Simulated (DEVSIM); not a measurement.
Schottky contact on n-type β-Ga2O3

Structure: Schottky contact on n-type β-Ga2O3, at 350 K.

| layer (left to right) | material | thickness (μm) | Nd (cm⁻³) | τn (s) | τp (s) |
|---|---|---|---|---|---|
| 1 | β-Ga2O3 | 4.00 | 5.3e16 | 4.7e-8 | 4.7e-8 |
| 2 | β-Ga2O3 | 2.90 | 1.3e18 | 4.7e-8 | 4.7e-8 |

Left contact: Schottky, work function 5.36 eV, emission velocity 5.4e6 cm/s. Right contact: ohmic. Voltage is applied to the left contact. Recombination: SRH at mid-gap. Mobility is μmin + (μ − μmin)/(1 + (N/Nref)^α).

The device is made up for the run: typed textbook-type constants, with dimensions and the other settings drawn at random. Values at 300 K; Nc and Nv go as T^1.5, mobilities as T to minus their exponent, the gap by Varshni's rule with the affinity fixed.

```csv
parameter,β-Ga2O3
gap (eV),4.8
affinity (eV),4
permittivity,10
Nc (cm⁻³),3.7e18
Nv (cm⁻³),5e20
μn (cm²/Vs),160
μp (cm²/Vs),1
"μn,min",20
"μp,min",0.1
"Nref,n",1e18
"Nref,p",1e18
αn,0.8
αp,0.8
T exponent of μn,1.8
T exponent of μp,1.5
Varshni α (eV/K),0.0004
Varshni β (K),600
```

Simulated with DEVSIM: 1D drift-diffusion, Boltzmann statistics, complete ionisation; no tunnelling, impact ionisation, image-force lowering or self-heating. Metal contacts follow the ideal Schottky-Mott rule: no Fermi-level pinning, no interface dipoles.

The potential step across the device at zero bias comes out as 1.321 V and the dark forward voltage at 1 A/cm² is 0.918 V. The dark forward voltage at 100 A/cm² comes out as 1.107 V.

Dark reverse current:

| V (V) | J (A/cm²) |
|---|---|
| -0.20 | -8.1e-14 |
| -0.50 | -8.3e-14 |
| -1.00 | -8.5e-14 |
| -1.50 | -8.7e-14 |
| -2.00 | -8.8e-14 |
| -3.00 | -9.0e-14 |
| -4.00 | -9.1e-14 |
| -5.00 | -9.2e-14 |
| -6.50 | -9.4e-14 |
| -8.00 | -9.5e-14 |
| -10.00 | -9.5e-14 |

Dark forward current:

(V (V), J (A/cm²)): (0.05, 3.4e-13); (0.15, 1.1e-11); (0.25, 3.1e-10); (0.35, 8.3e-9); (0.45, 2.3e-7); (0.55, 6.1e-6); (0.65, 0.00016); (0.75, 0.0043); (0.85, 0.11); (0.95, 2.8); (1.10, 92); (1.20, 250); (1.30, 430); (1.40, 630); (1.50, 840); (1.60, 1100); (1.70, 1300); (1.80, 1500); (1.90, 1700); (2.00, 1900)
